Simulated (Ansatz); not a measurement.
**What pressure 7.5 GPa does to hypothetical diamond Hf**

Start from Hf in the diamond structure (space group Fd-3m, No. 227; a = 6.545 Å; a hypothetical phase, not in the database extracts checked).

Perturbation: a hydrostatic pressure of 7.5 GPa.

Calculations: PBE in Ansatz (plane waves to 420 eV, PAW, no spin-orbit coupling). k-mesh 12×12×12 (Γ-centred); smearing 0.05 eV (Fermi–Dirac).

| quantity | base | changed | shift |
|---|---|---|---|
| density | 8.46 g/cm³ | 10.41 g/cm³ | +1.95 g/cm³ |
| lattice parameter a | 6.545 Å | 6.107 Å | -0.438 Å |
| shortest interatomic distance | 2.834 Å | 2.644 Å | -0.190 Å |
| enthalpy H = E + PV relative to the base's energy | – | +1.47 eV/atom | – |
| band gap | zero | zero | – |

Final structure:

```yaml
crystal:
  lattice:
    - [0.00000, 3.05333, 3.05333]
    - [3.05333, 0.00000, 3.05333]
    - [3.05333, 3.05333, 0.00000]
  atoms:
    - { symbol: Hf, position: [0.25000, 0.25000, 0.25000] }
    - { symbol: Hf, position: [0.00000, 0.00000, 0.00000] }
```

Load acts through the strain it causes; cell and atoms are relaxed under it. No phonon test of stability was made. No other phases were tried under pressure. All final runs are without spin polarisation. Hf has a high density of states at the Fermi level and may be magnetic at this level.

Ansatz is an electronic-structure program.
